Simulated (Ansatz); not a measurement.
C on the O site (C_O) in rock-salt CaO (start: the O site; 64-site cell, 2×2×2 shifted sampling). Level of theory: PBE, PAW (plane waves to 420 eV; Ansatz, an electronic-structure program). Total energies of the localised charge states, counted from that of charge +1, and their image corrections (point charge with alignment); the host's valence-band maximum lies at 7.525 eV on the cells' energy zero and its gap is 3.66 eV.

```
charge         moment (μB)  E − E(first) (eV)  correction (eV)
------  ------------------  -----------------  ---------------
+1                     3.0              0.000            0.125
0                      2.0              8.885            0.000
−1                     1.0             18.485            0.127
−2      not spin-polarised             28.647            0.518
```

Question: Derive the transition levels above the valence-band maximum and say which of them are thermodynamic.

Answer: A level is the Fermi energy at which two charges have equal formation energy: ε(q/q′) = [E(q′) + corr(q′) − E(q) − corr(q)] / (q − q′) − E_VBM.
ε(+1/0) = [(8.885 + 0.000) − (0.000 + 0.125)] / 1 − 7.525 = 1.24 eV
ε(0/−1) = [(18.485 + 0.127) − (8.885 + 0.000)] / 1 − 7.525 = 2.20 eV
ε(−1/−2) = [(28.647 + 0.518) − (18.485 + 0.127)] / 1 − 7.525 = 3.03 eV
Thermodynamic levels at least 0.1 eV inside the gap: (+1/0) at 1.24 eV; (0/−1) at 2.20 eV; (−1/−2) at 3.03 eV. They hold to tenths of an eV in this cell. Only the charges listed were compared. Flagged in the runs: a doubtful potential alignment.
